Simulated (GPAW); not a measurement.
GPAW 25.7.0, DFT, PBE, plane waves, PAW datasets of gpaw-data 1.0.1: WSe2 (from the phase in space group 194, mp-1821) (Se4W2), 6 atoms, spin-polarised from a ferromagnetic start (2 μB on W). Basis and mesh were picked for this test and aren't claimed converged.

```json
{
  "cell": "3.32, 3.32, 13.74 Å; 90, 90, 120°",
  "task": "scf",
  "mode.name": "pw",
  "mode.ecut": "350 eV",
  "xc": "PBE",
  "k mesh": "6×6×1",
  "kpts.gamma": "true",
  "occupations.name": "fermi-dirac",
  "occupations.width": "0.02 eV",
  "convergence.density (electrons an electron)": "1e-05",
  "maxiter": "150",
  "parallel.kpt": "2",
  "parallel.band": "1",
  "parallel.domain": "1",
  "parallel.sl_auto": "false",
  "parallel.augment_grids": "true",
  "eigensolver.name": "dav (default)",
  "eigensolver.niter": "2 (default)",
  "convergence.eigenstates (eV² an electron)": "4e-08 (default)",
  "convergence.energy (eV an electron)": "0.0005 (default)",
  "k-points after symmetry (for each spin)": "20",
  "bands": "38",
  "electrons": "52",
  "plane_waves": "1977",
  "coarse_grid": "15*15*60",
  "symmetry_operations": "2"
}
```

Settings of this run: mixer.backend = pulay, mixer.beta = 0.05, mixer.nmaxold = 5, mixer.weight = 50, mixer.method = separate; 2 ranks.

```
iteration  energy (eV)  log10 change of eigenstates  log10 change of density
---------  -----------  ---------------------------  -----------------------
2           -39.874539                        -1.50                    -1.08
3           -40.599311                        -1.19                    -1.10
4           -40.936337                        -1.83                    -1.56
5           -41.041984                        -2.93                    -1.48
6           -43.950408                        -0.75                    -1.44
7           -43.820033                        -2.15                    -1.04
8           -45.035371                        -2.28                    -1.04
9           -40.335105                        -0.75                    -0.98
10          -40.326232                        -2.21                    -1.94
11          -40.331523                        -3.49                    -2.02
12          -40.364555                        -2.56                    -2.02
13          -40.458928                        -2.87                    -1.99
14          -40.668882                        -2.77                    -1.72
15          -40.418070                        -2.77                    -1.56
…                    …                            …                        …
76          -40.316387                        -4.62                    -3.05
77          -40.316415                        -5.02                    -3.14
78          -40.316969                        -4.46                    -3.19
79          -40.317887                        -4.89                    -2.92
80          -40.316925                        -5.36                    -2.71
81          -40.316292                        -4.82                    -2.91
82          -40.316650                        -5.44                    -3.13
83          -40.316269                        -5.00                    -3.04
…                    …                            …                        …
143         -40.316383                        -5.09                    -2.88
144         -40.316553                        -4.78                    -3.36
145         -40.316378                        -5.91                    -3.17
146         -40.316401                        -5.33                    -3.49
147         -40.316710                        -4.76                    -3.42
148         -40.316432                        -4.75                    -3.04
149         -40.316356                        -5.82                    -3.36
150         -40.316362                        -7.13                    -3.44
```

It was not converged within maxiter = 150.

Problem. Which change of settings makes this cycle converge?

Solution. One answer among several that fit: mixer.method = difference (default) (23 SCF iterations) or mixer.method = sum (24 SCF iterations), all else kept. With more settings changed, the fewest of all runs of this system: mixer.backend = broyden, mixer.beta = 0.4, mixer.nmaxold = 8, mixer.method = difference (default) (12). Counts are of single runs.
